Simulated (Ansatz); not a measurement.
A relaxation of cell and atoms of Zn7Mo (Fm-3m, 8 atoms in the cell) with Ansatz (a first-principles code).

Method of the run: PBEsol, default PAW files made with PBE (plane waves; Ansatz).

The change in words: atoms on their sites; basis.ecutwfc: 420 eV → 250 eV; relax: default → cell and atoms. Reference geometry:
```
CELL_PARAMETERS angstrom
      0.00000     3.87310     3.87310
      3.87310     0.00000     3.87310
      3.87310     3.87310     0.00000
ATOMIC_POSITIONS crystal
  Zn 0.00000 0.00000 0.50000
  Zn 0.50000 0.50000 0.00000
  Zn 0.50000 0.00000 0.00000
  Zn 0.00000 0.50000 0.50000
  Zn 0.00000 0.50000 0.00000
  Zn 0.50000 0.00000 0.50000
  Zn 0.50645 0.50645 0.49355
  Mo 0.00000 0.00000 0.00000
```

Reference input (self-consistent single point, DFT, PBEsol, plane waves, default PAW files made with PBE): basis.ecutwfc = 420 eV; kpoints.mp_grid.grid = 3 3 3; hamiltonian.xc = pbesol; hamiltonian.pseudopotentials = {kind: paw} (the program's default PAW files); scf.occupations.method = fermi_dirac; scf.occupations.width = 0.1 eV. This run's input differs from it in these lines:

Ansatz 0.2 input:
```diff
@@ -13,6 +13,6 @@
     - { symbol: Zn, position_ang: [1.936549, 3.873099, 1.936549] }
-    - { symbol: Zn, position_ang: [3.873099, 3.873099, 3.923101] }
+    - { symbol: Zn, position_ang: [3.873099, 3.873099, 3.873099] }
     - { symbol: Mo, position_ang: [0.000000, 0.000000, 0.000000] }
 basis:
-  ecutwfc: 420.0
+  ecutwfc: 250.0
 kpoints:
@@ -24,2 +24,4 @@
   occupations: { method: fermi_dirac, width: 0.1 }
+relax:
+  cell: {}
 output:
```

Output (repeated stretches shortened):

```
   [... SCF lines of the steps left out ...]
relax step   1: F+E_penalty+E_count = -27854.48908631 eV  Δ(F+E_penalty+E_count) = +0.000e0 eV  max|allowed force component| = 2.912e-29 eV/Å  Δτ_max = 0.0000 Å  P = +6.629 GPa  Ω = 116.200 Å³  (8 SCF iters, dr2 threshold 1.00e-7 eV, accepted)
relax step   2: F+E_penalty+E_count = -27850.27661570 eV  Δ(F+E_penalty+E_count) = +4.212e0 eV  max|allowed force component| = 5.095e-29 eV/Å  Δτ_max = 0.0000 Å  P = -23.666 GPa  Ω = 123.407 Å³  energy of the carried Pulay correction = -3.823e0 eV  [...]
   [... lines left out ...]
relax step 120: F+E_penalty+E_count = -27855.45549032 eV  Δ(F+E_penalty+E_count) = -5.689e-2 eV  max|allowed force component| = 1.144e-28 eV/Å  Δτ_max = 0.0000 Å  P = -0.001 GPa  Ω = 121.085 Å³  energy of the carried Pulay correction = +5.672e-2 eV  [...]
relax step 121: F+E_penalty+E_count = -27854.98763424 eV  Δ(F+E_penalty+E_count) = +4.679e-1 eV  max|allowed force component| = 1.417e-28 eV/Å  Δτ_max = 0.0000 Å  P = +0.601 GPa  Ω = 121.085 Å³  stress off target by 6.01e-1 GPa  SCF on the basis [...]
basis re-selected at this cell: Δ(F+E_penalty+E_count) = +4.679e-1 eV, ΔP = +0.601 GPa vs the last step
   [... lines left out ...]
Free energy (F): -27854.987634 eV
Fermi energy:    12.095962 eV
Error: variable-cell relaxation did not converge after 121 `relax_step` rows, as none of its last 56 fresh-basis SCF(s) at a relaxed cell met both thresholds with a finite energy. The last misses `relax.cell.stress_tol`: largest allowed force component 1.42e-28 eV/Å (`relax.f_tol` 1.00e-2 eV/Å), stress off the target on the free part of the cell 6.01e-1 GPa (`relax.cell.stress_tol` 5.00e-2 GPa), F+E_penalty+E_count -27854.98763424 eV. The closest is row 18, whose structure comes with this error. Larger ratio of force or stress to its threshold at each such SCF whose figures are numbers: 58.743, 46.600, 37.802, 36.901, 3.832, 5.686, 7.161, 8.928, 11.943, 8.194, 12.835, 6.986, [...]
   [... lines left out ...]
to start a new deck from the relaxed geometry:
  cell:  # Å, volume = 121.4691 Å³
    - [1.430844157807057e-32, 3.9307792899143843, 3.9307792899143843]
    - [3.9307792899143843, -3.9443354403789155e-33, 3.9307792899143843]
    - [3.9307792899143843, 3.9307792899143843, 8.975617258727607e-33]
  atoms:
    - { symbol: Zn, position: [-2.7755575615628914e-17, -2.7755575615628914e-17, 0.5] }
    - { symbol: Zn, position: [0.5, 0.5, 0.0] }
    - { symbol: Zn, position: [0.5, 0.0, -2.7755575615628914e-17] }
    - { symbol: Zn, position: [0.0, 0.5, 0.5] }
    - { symbol: Zn, position: [0.0, 0.5, -2.7755575615628914e-17] }
    - { symbol: Zn, position: [0.5, 0.0, 0.5] }
    - { symbol: Zn, position: [0.5, 0.5, 0.5] }
    - { symbol: Mo, position: [-2.7755575615628914e-17, -2.7755575615628914e-17, -2.7755575615628914e-17] }
```

The relaxation ended unconverged.  The full log also holds: “iter 4 did not close the SCF: its close was put off for the readings that it lacked (scf_convergence_deferred on its scf_iter line)”. The full log also holds: “iter 5 did not close the SCF: its close was put off for the readings that it lacked (scf_convergence_deferred on its scf_iter line)”.

The starting cell comes from a database of computed structures (which also holds hypothetical and non-ambient phases and stackings), without a prior relaxation at this level. Its lattice was rescaled by up to half a per cent. The cutoff lies below the one recommended for these files.

Cost on one core of a shared machine: roughly 3 min.
